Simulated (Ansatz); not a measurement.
Base system: ZnCu$_{2}$SnS$_{4}$ (space group I-4, No. 82; a = 5.468 Å, c = 10.935 Å).

Level of theory: PBE, PAW, 420 eV (Ansatz, a quantum-chemistry and plane-wave program; scalar-relativistic without spin-orbit coupling).

Strains are applied to the cell and any free atomic positions relax.

One change was made to it. Results:

```tsv
quantity	base	after
energy relative to the base (free energy F)	0 meV/atom	+2.2 meV/atom
pressure (mean of the normal stresses, compression positive)	0.0 GPa	1.6 GPa
```

Which of these changes matches the shifts?
(A) isotropic strain −1.50 %
(B) isotropic strain −0.75 %
(C) isotropic strain −2.25 %

B, isotropic strain −0.75 %. For comparison, the energy relative to the base in the other runs: isotropic strain −1.50 % gives +9.3 meV/atom; isotropic strain −2.25 % gives +22 meV/atom.

Stability against distortions was not tested. The final runs are not spin-polarised.
